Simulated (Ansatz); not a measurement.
The parent structure is GaN in the zinc blende structure (space group F-43m, No. 216; a = 4.498 Å).

It is then changed as follows: full substitution Ga → B, then cell and atoms are relaxed.

Levels (all Ansatz, a program for electronic structure, PAW, earlier PAW set): r2SCAN (500 eV, no SOC); HSE06 (420 eV, no spin-orbit coupling); HSE06+SOC (420 eV, spin-orbit coupling included).

One geometry, relaxed with r2SCAN, under each level:

The valence-band top lists the three highest levels at Γ (Kramers pairs under SOC), from the VBM.

| level | band gap | lowest conduction level above the VBM at special points | valence-band top at Γ |
|---|---|---|---|
| r2SCAN | 4.99 eV | X 4.99 eV; U 7.53 eV; K 7.53 eV; Γ 9.58 eV | 0.00, 0.00, 0.00 eV |
| HSE06 | (withheld) | (withheld) | – |
| HSE06+SOC | (withheld) | (withheld) | (withheld) |

### Question
Give the withheld HSE06 and HSE06+SOC results.

### Answer

- HSE06, band gap: 5.79 eV
- HSE06, lowest conduction level above the VBM at special points: X 5.79 eV; U 8.38 eV; K 8.38 eV; Γ 10.59 eV
- HSE06+SOC, band gap: 5.78 eV
- HSE06+SOC, lowest conduction level above the VBM at special points: X 5.78 eV; U 8.38 eV; K 8.38 eV; Γ 10.58 eV
- HSE06+SOC, valence-band top at Γ: 0.00, 0.00, -0.02 eV

Single points use the geometry relaxed with r2SCAN. The hybrid gap comes from the SCF mesh plus the semilocal run's edge points and a few special points and is an upper bound. Differences between runs with and without spin-orbit coupling are approximate. Stability against distortions was not tested. This is not the structure that GaN has at room temperature and ambient pressure.
